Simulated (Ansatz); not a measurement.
This Ansatz (a quantum-chemistry and plane-wave program) input is the reference run, CdSe in the wurtzite structure (space group P6_3mc, No. 186), computed with PBE in Ansatz (plane waves to 420 eV, PAW, no spin-orbit coupling):

Ansatz 0.2 input:
```yaml
crystal:
  lattice:
    - [4.3827168242, 0, 0]
    - [-2.1913584121, 3.7955441073, 0]
    - [0, 0, 7.1544745566]
  atoms:
    - { symbol: Cd, position: [0.6666666667, 0.3333333333, 0.0004707802] }
    - { symbol: Cd, position: [0.3333333333, 0.6666666667, 0.5004707802] }
    - { symbol: Se, position: [0.6666666667, 0.3333333333, 0.6247292198] }
    - { symbol: Se, position: [0.3333333333, 0.6666666667, 0.1247292198] }
basis: { ecutwfc: 420, ecutrho_ratio: 4, xc_grid: 2, fft_grid_basis: typed }
kpoints: { mp_grid: { grid: [9, 9, 5] } }
hamiltonian:
  xc: pbe
  dispersion: none
  pseudopotentials: { kind: paw }
scf: { occupations: { method: fermi_dirac, width: 0.05 }, convergence: { dr2_threshold: 0.0000000004 } }
output: { forces: true, stress: true }
```

Question: Write the input for this change: uniaxial strain ε_zz = +1.27 %, all other strain components held at zero; the atoms relax in the strained cell.

Answer: 
Ansatz 0.2 input:
```yaml
crystal:
  lattice:
    - [4.3827168242, 0, 0]
    - [-2.1913584121, 3.7955441073, 0]
    - [0, 0, 7.2453363835]
  atoms:
    - { symbol: Cd, position: [0.6666666667, 0.3333333333, 0.0004707802] }
    - { symbol: Cd, position: [0.3333333333, 0.6666666667, 0.5004707802] }
    - { symbol: Se, position: [0.6666666667, 0.3333333333, 0.6247292198] }
    - { symbol: Se, position: [0.3333333333, 0.6666666667, 0.1247292198] }
basis: { ecutwfc: 420, ecutrho_ratio: 4, xc_grid: 2, fft_grid_basis: typed }
kpoints: { mp_grid: { grid: [9, 9, 5] } }
hamiltonian:
  xc: pbe
  dispersion: none
  pseudopotentials: { kind: paw }
scf: { occupations: { method: fermi_dirac, width: 0.05 }, convergence: { dr2_threshold: 0.0000000004 } }
relax: { f_tol: 0.005, max_steps: 50 }
output: { forces: true, stress: true }
checkpoint: { write: state.ck, write_every: 1000 }
```
This is the input that was run.

Whether these cells are dynamically stable was not tested.
